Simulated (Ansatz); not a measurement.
## SiC, alloy series

Take SiC in the zinc blende structure (space group F-43m, No. 216; a = 4.3568 Å) as the base.

The other end (x = 1) is AlC in the zinc blende structure (space group F-43m, No. 216; a hypothetical phase, not in the database extracts checked): 12.40 Å³/atom, gap zero; this end may not be an ambient phase.

Al replaces a fraction x of Si; each row is one arrangement (x, atoms in the cell, starting space group or random), fully relaxed.

Calculations: Ansatz (a quantum-chemistry and plane-wave program) PBEsol, without spin-orbit coupling.

Notes on the quantities. mixing energy: to 0.01 eV only: unlike meshes or grids; against an end that may be hypothetical.

```tsv
case	mixing energy	shortest interatomic distance
base	–	1.887 Å
x(Al) = 0.25, 8 atoms, Cm	-0.01 eV/atom	1.863 Å
x(Al) = 0.25, 8 atoms, P-4m2	-0.03 eV/atom	1.859 Å
x(Al) = 0.25, 8 atoms, R3m	-0.01 eV/atom	1.844 Å
x(Al) = 0.333, 6 atoms, Imm2	-0.03 eV/atom	1.873 Å
x(Al) = 0.5, 4 atoms, P-4m2	…	…
x(Al) = 0.5, 8 atoms, Pmn2_1	-0.02 eV/atom	1.863 Å
x(Al) = 0.75, 8 atoms, Amm2	-0.03 eV/atom	1.881 Å
```

Some entries are withheld; estimate them.


- x(Al) = 0.5, 4 atoms, P-4m2, mixing energy: -0.04 eV/atom
- x(Al) = 0.5, 4 atoms, P-4m2, shortest interatomic distance: 1.874 Å

These are small ordered cells, not random alloys; other orderings at the same x differ. Stability against distortions was not tested. The final runs are not spin-polarised. An odd electron count without spin: AlSi3C4, AlC, AlSi2C3, AlSiC2 and Al3SiC4.
